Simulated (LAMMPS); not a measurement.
Pressure dependence of CuAu (L1_0) at 720 K, from the crystal.

Level of theory: classical MD, pair style eam, the elements' _u3.eam files (universal-3 set of Foiles, Baskes and Daw); code LAMMPS.

```csv
P (GPa),state,volume,coordination number of Au by Cu
0,solid that has left the starting structure; no diffusion seen in 30 ps,14.9337 ± 0.0002 Å³/atom,8.00 (counted to 3.94 Å)
2,solid that has left the starting structure; no diffusion seen in 30 ps,14.7128 ± 0.0002 Å³/atom,8.00 (counted to 3.86 Å)
5,solid that has left the starting structure; no diffusion seen in 30 ps,14.4174 ± 0.0004 Å³/atom,8.00 (counted to 3.82 Å)
```

States go by the mean squared displacement: a species diffuses where it passes 1.5 Å², still rises and gives D over 1e-6 cm²/s; a crystal has left its structure where atoms lie 0.35 Å off their sites on average or a cubic box changes its shape by 3 %, or the axial ratios of another lie 8 % off the starting cell's, which the potential's own relaxation can also do.

The ± values are statistical; the model's systematic error is not in them.
